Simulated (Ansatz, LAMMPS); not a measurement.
# Si well of 20 atomic layers along [001] in random Si0.7Ge0.3, interfaces sharp

Cell 16.67 × 16.67 × 60.40 Å, Si658Ge134, 792 atoms. Prepared with Tersoff's 1989 multicomponent potential (SiCGe.tersoff) run with LAMMPS: minimisation. 

Calculation: PBE, support functions at accuracy medium on the grid of 370 eV (norm-conserving potentials; Ansatz, a first-principles code).

Basis: localised support functions (accuracy medium) on a full density matrix. k-points: zone centre alone; occupations: Fermi-Dirac, 0.010 eV; spin polarisation not allowed. No spin-orbit coupling.

- Kohn-Sham gap of the cell on its k-mesh: 0.36 eV
- weight of the highest filled level on the well: 0.36
- weight of the lowest empty level on the well: 0.97
- coordination (neighbours within 2.861 Å): 100.0 % 4-fold
- Ge-Ge bonds, mean ± spread: 2.469 ± 0.007 Å
- Ge-Si bonds, mean ± spread: 2.423 ± 0.006 Å
- Si-Si bonds, mean ± spread: 2.383 ± 0.005 Å
- bond angles, mean ± spread: 109.5° ± 1.1°
- pressure: -1.02 GPa
- cost of the final run: very roughly 40 core-minutes, 15 SCF iterations, 16 GiB
